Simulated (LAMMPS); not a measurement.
Molecular dynamics of a melt made from W (bcc), 16000 atoms, at 4060 K and 0 GPa, brought to that temperature within a few picoseconds.

Computed with classical MD, pair style meam, file library.meam (library.meam-W); code LAMMPS.

Q: Predict the state found, the first peak of g(r), the mean frequency of the vibrational (phonon) density of states, the self-diffusion coefficient of W (not corrected for cell size), the coordination number.

A: state found: liquid; first peak of g(r): 2.66 Å, height 2.4; mean frequency of the vibrational (phonon) density of states: 4.4 THz; self-diffusion coefficient of W (not corrected for cell size): (3.66 ± 0.05) × 10^-5 cm²/s; coordination number: 7.66 (counted to 3.34 Å).

Caution: the potential MEAM library.meam-W is a first-neighbour MEAM set with a 4 Å cutoff, used here without a parameter file and away from the static properties it was fitted to. Caution: a run this short can hold a crystal over, or a liquid under, the potential's own melting point, which these runs don't give.
